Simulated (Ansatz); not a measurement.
Worked example: self-consistent single point of SrZn2Sb2 (P3m1, 5 atoms in the cell) in Ansatz (a program for electronic structure).

Method: LDA (PW92), default PAW files made with PBE (plane waves; Ansatz).

```
Sr(ZnSb)2
1.0
    4.49932     0.00000     0.00000
   -2.24966     3.89653     0.00000
    0.00000     0.00000     7.71668
Sr Zn Sb
1 2 2
Direct
  0.00000   0.00000   0.00648
  0.66667   0.33333   0.36615
  0.33333   0.66667   0.63385
  0.33333   0.66667   0.27203
  0.66667   0.33333   0.72797
```

Reference input (self-consistent single point, DFT, LDA (PW92), plane waves, default PAW files made with PBE): basis.ecutwfc = 30.9 Ry; kpoints.mp_grid.grid = 8 8 4; hamiltonian.xc = lda; hamiltonian.pseudopotentials = {kind: paw} (the program's default PAW files); scf.occupations.method = fermi_dirac; scf.occupations.width = 0.0073 Ry. This run's input differs from it in these lines:

Ansatz 0.2 input:
```diff
@@ -14,3 +14,3 @@
 kpoints:
-  mp_grid: { grid: [8, 8, 4] }
+  mp_grid: { grid: [5, 5, 3] }
 hamiltonian:
@@ -19,3 +19,3 @@
 scf:
-  occupations: { method: fermi_dirac, width: 0.0073 Ry }
+  occupations: { method: fermi_dirac, width: 0.0037 Ry }
 output:
```

Output (repeated stretches shortened):

```
SCF iter   1: F=—  HF=-22610.783040 eV  |F-HF|=—  |Δ(HF+E_count)|=         —  Δρ=5.91e-3  dr2=3.36e-2  ethr=1.77e-3  ⟨swp⟩=9.5  Hψ=2465  notcnv=0
all-band conjugate gradients solve this SCF's bands
preconditioner: auto → Resta (q_TF=auto, 2.408 Å⁻¹)
SCF iter   2: F=—  HF=-22610.776705 eV  |F-HF|=—  |Δ(HF+E_count)|=   6.33e-3  Δρ=2.92e-3  dr2=5.85e-3  ethr=5.25e-5  ⟨swp⟩=2.3  Hψ=819  notcnv=0  defer=6
   [... lines left out ...]
SCF iter   7: F=—  HF=-22610.775598 eV  |F-HF|=—  |Δ(HF+E_count)|=   1.78e-7  Δρ=9.38e-6  dr2=2.07e-7  ethr=7.96e-9  ⟨swp⟩=2.0  Hψ=589  notcnv=0  defer=6
SCF iter   8: F=-22610.775598 eV  HF=-22610.775598 eV  |F-HF|=1.11e-7  |Δ(HF+E_count)|=   6.48e-8  Δρ=8.08e-6  dr2=6.01e-8  ethr=1.56e-10  ⟨swp⟩=10.5  Hψ=2253  notcnv=0
the last iteration of the SCF fills more bands at one k-point than at another …
SCF 1 converged in 8 iterations: F = -22610.775598 eV  dr2 = 6.01e-8
Free energy (F): -22610.775598 eV
Internal energy: -22610.774688 eV  (E = F + TS)
E sigma→0 (E₀):  -22610.775143 eV
Entropy (-TS):   -0.000910 eV (-0.182 meV/atom)
Fermi energy:    8.341541 eV
--- Forces (eV/Å), atoms counted from 1 ---
  atom   1  Sr     0.00000000    -0.00000000    -0.18257658
  atom   2  Zn    -0.00000000    -0.00000000     0.06162443
  atom   3  Zn     0.00000000     0.00000000     0.04283767
  atom   4  Sb     0.00000000     0.00000000     0.14430003
  atom   5  Sb     0.00000000    -0.00000000    -0.06616439
--- Stress (GPa, compression-positive) ---
       -2.412171      -0.000000       0.000000
       -0.000000      -2.412171      -0.000000
        0.000000      -0.000000      -3.538746
  P = ⅓ Tr σ = -2.7877 GPa (-27.877 kbar)
  The stress holds the Pulay correction. Without it, at fixed plane waves, as pw.x and ABINIT print it: P = -2.8168 GPa
```

The run converged in 8 iterations. Against the reference run the free energy goes up by 9.1 meV/atom, the pressure stays near -2.79 GPa while the zz stress (positive for compression) goes from -3.11 to -3.54 GPa and the largest force hardly changes (0.185 to 0.183 eV/Å).

The starting cell comes from a database of computed structures (which also holds hypothetical and non-ambient phases and stackings), without a prior relaxation at this level. Its lattice was rescaled by up to half a per cent. One atom was moved a little off its site on purpose. Ansatz's pressure includes its estimate of the finite-basis (Pulay) stress. The run gives no clean gap (levels at the Fermi energy touch, overlap or are partly filled at this smearing), which alone does not show that the compound is a metal.
